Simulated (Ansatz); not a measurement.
Take MgO in the rock salt structure (space group Fm-3m, No. 225; a = 4.204 Å) as the base.

Levels (all Ansatz, a program for electronic structure, PAW): r2SCAN (500 eV, no spin-orbit coupling); HSE06 (420 eV, no spin-orbit coupling).

The geometry is relaxed with r2SCAN.

| Item | Result |
|---|---|
| r2SCAN lowest conduction level above the VBM at special points | Γ 5.68 eV; L 8.86 eV; X 10.05 eV |

Question: What does HSE06 give at this geometry for the lowest conduction level above the VBM at special points?

Answer: The lowest conduction level above the VBM at special points changes from Γ 5.68 eV; L 8.86 eV; X 10.05 eV to Γ 6.54 eV; L 9.74 eV; X 10.88 eV.

Single points use the geometry relaxed with r2SCAN. The levels and masses belong to the bands next to the band gap. No phonon test of stability was made.
